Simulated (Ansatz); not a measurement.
This Ansatz (a first-principles code) input is the reference run, Sn₂Pt (space group Fm-3m, No. 225), computed with DFT with PBEsol, PAW potentials and a 420 eV plane-wave cutoff in Ansatz, no SOC:

Ansatz 0.2 input:
```yaml
crystal:
  lattice:
    - [0, 3.2275782975, 3.2275782975]
    - [3.2275782975, 0, 3.2275782975]
    - [3.2275782975, 3.2275782975, 0]
  atoms:
    - { symbol: Sn, position: [0.75, 0.75, 0.75] }
    - { symbol: Sn, position: [0.25, 0.25, 0.25] }
    - { symbol: Pt, position: [0, 0, 0] }
basis: { ecutwfc: 420, ecutrho_ratio: 4, xc_grid: 2, fft_grid_basis: typed }
kpoints: { mp_grid: { grid: [13, 13, 13] } }
hamiltonian:
  xc: pbesol
  dispersion: none
  pseudopotentials: { kind: paw }
scf: { occupations: { method: fermi_dirac, width: 0.05 }, convergence: { dr2_threshold: 0.0000000003 } }
output: { forces: true, stress: true }
checkpoint: { write: state.ck, write_every: 1000 }
```

Q: Write the input for this change: a free-standing slab of 5 layers (15 atoms, 3 a layer) is cut normal to [111], with 15 Å of vacuum and the in-plane cell held at bulk.

A: 
Ansatz 0.2 input:
```yaml
crystal:
  lattice:
    - [4.5644850019, 0, 0]
    - [2.282242501, 3.9529599669, 0]
    - [0, 0, 31.77098879]
  atoms:
    - { symbol: Sn, position: [0.6666666667, 0.1666666667, 0.2360644187] }
    - { symbol: Pt, position: [0.3333333333, -0.1666666667, 0.2653905944] }
    - { symbol: Sn, position: [1, 0.5, 0.2947167701] }
    - { symbol: Sn, position: [1.3333333333, -0.1666666667, 0.3533691215] }
    - { symbol: Pt, position: [1, -0.5, 0.3826952972] }
    - { symbol: Sn, position: [1.6666666667, 0.1666666667, 0.4120214729] }
    - { symbol: Sn, position: [2, -0.5, 0.4706738243] }
    - { symbol: Pt, position: [1.6666666667, -0.8333333333, 0.5] }
    - { symbol: Sn, position: [2.3333333333, -0.1666666667, 0.5293261757] }
    - { symbol: Sn, position: [2.6666666667, -0.8333333333, 0.5879785271] }
    - { symbol: Pt, position: [2.3333333333, -1.1666666667, 0.6173047028] }
    - { symbol: Sn, position: [3, -0.5, 0.6466308785] }
    - { symbol: Sn, position: [3.3333333333, -1.1666666667, 0.7052832299] }
    - { symbol: Pt, position: [3, -1.5, 0.7346094056] }
    - { symbol: Sn, position: [3.6666666667, -0.8333333333, 0.7639355813] }
basis: { ecutwfc: 420, ecutrho_ratio: 4, xc_grid: 2, fft_grid_basis: typed }
kpoints: { mp_grid: { grid: [12, 12, 1] } }
hamiltonian:
  xc: pbesol
  dispersion: none
  pseudopotentials: { kind: paw }
scf: { occupations: { method: fermi_dirac, width: 0.05 }, convergence: { dr2_threshold: 0.0000000015 } }
relax: { f_tol: 0.01, max_steps: 50 }
output: { forces: true, stress: true }
checkpoint: { write: state.ck, write_every: 1000 }
```
This is the input that was run; other choices of cell and start would serve too.

Whether these cells are dynamically stable was not tested. The final runs are not spin-polarised.
